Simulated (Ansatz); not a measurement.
Ansatz (an electronic-structure program), DFT, PBE, plane waves, its default PAW files: cubic perovskite SrTiO3, atoms displaced (Sr8Ti8O24), 40 atoms. Basis and mesh were picked for this test and aren't claimed converged.

Ansatz 0.2 input:
```yaml
crystal:
  lattice:
    - [7.81, 0.0, 0.0]
    - [0.0, 7.81, 0.0]
    - [0.0, 0.0, 7.81]
  atoms:
    - { symbol: Sr, position: [0.004247, 0.994265, 0.998734] }
    - { symbol: Sr, position: [0.997705, 0.000429, 0.498157] }
    - { symbol: Sr, position: [0.001097, 0.501266, 0.999959] }
    - { symbol: Sr, position: [0.004592, 0.493901, 0.492765] }
    - { symbol: Sr, position: [0.495845, 0.007176, 0.009934] }
    - { symbol: Sr, position: [0.500989, 0.000835, 0.501658] }
    - { symbol: Sr, position: [0.494618, 0.499164, 0.995808] }
... (30 lines of coordinates left out) ...
    - { symbol: O, position: [0.750065, 0.748698, 0.506021] }
    - { symbol: O, position: [0.501197, 0.74696, 0.745736] }
    - { symbol: O, position: [0.75373, 0.496055, 0.748697] }
kpoints:
  mp_grid: { grid: [2, 2, 2] }
hamiltonian:
  xc: pbe
  pseudopotentials: { kind: paw }
scf:
  occupations: { method: fixed }
output:
  forces: true
```

The program reports k-points after symmetry: 8, bands at the start: 200, electrons: 320, plane waves at Γ: 9315, cutoff (eV): 420, FFT grid: 54×54×54, symmetry operations: 1.

Machine: one whole node, Arm Neoverse V2, 96 cores on 1 socket, no SMT, 1 L3 cache group; 94 cores' worth of CPU time may be used.

Wall times, medians of two to five repeats, each run alone on the node (launch to exit). Processes are pinned to neighbouring cores unless said otherwise. The build: release build for Arm (Neoverse V2), one process with threads; another build can shift the numbers. Scratch files lie in a memory file system.

Started as
```bash
OMP_NUM_THREADS=32 ANSATZ_TIMINGS=1 ansatz run --backend cpu --threads 32 --max-ram 200GiB --events-out run.ndjson --runs-dir run.runs --progress --plain run.yaml
```
(32 threads, --pin auto (default)) it takes 1.8 s and 7 SCF iterations (all cycles of the run, searches included).

**Question.** How long does it take after this change: 16 threads, free to use the whole host (workers bound by the program), --pin on?

**Answer.** About 3.0 s (3 runs within 1 %): 1.6× as long, on 16 cores in place of 32, so 0.81× the core-time. The largest move is in band solves (diag): 1.3 s to 2.2 s. As resolved by the program: eigensolver slots 8 against 7. Applications of H to a band go from 24522 to 24645. Change in the result: energy under 0.001 meV/atom, forces (largest component) 0.0037 meV/Å.
